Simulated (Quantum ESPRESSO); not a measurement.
Input and output of a self-consistent single point for ZrZnF₆ (Fm-3m, 8 atoms in the cell) (Quantum ESPRESSO).

Computed with PBEsol, PseudoDojo standard norm-conserving (PBESOL) pseudopotentials (plane waves; Quantum ESPRESSO).

```
ZrZnF6
1.0
    0.00000     4.02890     4.02890
    4.02890     0.00000     4.02890
    4.02890     4.02890     0.00000
Zr Zn F
1 1 6
Cartesian
  0.00000   0.00000   0.00000
  4.02890   4.02890   4.02890
  2.01332   4.02890   4.02890
  6.04447   4.02890   4.02890
  4.02890   2.01332   4.02890
  4.02890   6.04447   4.02890
  4.02890   4.02890   2.01332
  4.02890   4.02890   6.04447
```

Reference input (self-consistent single point, DFT, PBEsol, plane waves, PseudoDojo standard norm-conserving (PBESOL) pseudopotentials): ecutwfc = 85 Ry; occupations = fixed; potentials = {Zr: Zr.upf, Zn: Zn.upf, F: F.upf}; K_POINTS = automatic 4 4 4 0 0 0; nbnd = 45; conv_thr = 1e-10 Ry. This run's input differs from it in these lines:

```diff
@@ -12,3 +12,3 @@
     ntyp = 3
-    ecutwfc = 85
+    ecutwfc = 42
     occupations = 'fixed'
```

The program printed (abridged):

```
     Self-consistent Calculation

     iteration #  1     ecut=    42.00 Ry     beta= 0.70

     total energy              =    -810.15674186 Ry
     estimated scf accuracy    <       1.19969381 Ry

     iteration #  2     ecut=    42.00 Ry     beta= 0.70

     total energy              =    -810.45748227 Ry
     estimated scf accuracy    <       0.57737855 Ry

     iteration #  3     ecut=    42.00 Ry     beta= 0.70

     total energy              =    -810.58869939 Ry
     estimated scf accuracy    <       0.05152687 Ry

   [... 5 blocks of this kind left out ...]

     iteration #  9     ecut=    42.00 Ry     beta= 0.70

     total energy              =    -810.60053969 Ry
     estimated scf accuracy    <          1.2E-10 Ry

     iteration # 10     ecut=    42.00 Ry     beta= 0.70
     End of self-consistent calculation

     highest occupied, lowest unoccupied level (ev):     0.3033    6.7527

!    total energy              =    -810.60053969 Ry
     estimated scf accuracy    <          1.8E-11 Ry

     convergence has been achieved in  10 iterations

     Forces acting on atoms (cartesian axes, Ry/au):

     atom    1 type  1   force =    -0.00000000   -0.00000000   -0.00000000
     atom    2 type  2   force =     0.00000000   -0.00000000    0.00000000
     atom    3 type  3   force =     0.01507510   -0.00000000    0.00000000
     atom    4 type  3   force =    -0.01507510    0.00000000    0.00000000
     atom    5 type  3   force =     0.00000000    0.01507510    0.00000000
     atom    6 type  3   force =     0.00000000   -0.01507510    0.00000000
   [... lines left out ...]

     Total force =     0.036926     Total SCF correction =     0.000001

          total   stress  (Ry/bohr**3)                   (kbar)     P=    -2737.84
  -0.01861143  -0.00000000  -0.00000000        -2737.84       -0.00       -0.00
  -0.00000000  -0.01861143  -0.00000000           -0.00    -2737.84       -0.00
  -0.00000000  -0.00000000  -0.01861143           -0.00       -0.00    -2737.84

   JOB DONE.
```

The run converged in 10 iterations. Against the reference run the free energy goes up by 6.79 eV/atom, the pressure goes from -0.82 to -273.8 GPa, the largest force goes from 0.160 to 0.388 eV/Å and the gap on the mesh goes from 6.313 to 6.449 eV.

The starting cell comes from a database of computed structures (which also holds hypothetical and non-ambient phases and stackings), without a prior relaxation at this level. At the lowered cutoff the pressure carries the error of an incomplete plane-wave basis.

Cost on one core of a shared machine: roughly 40 s.
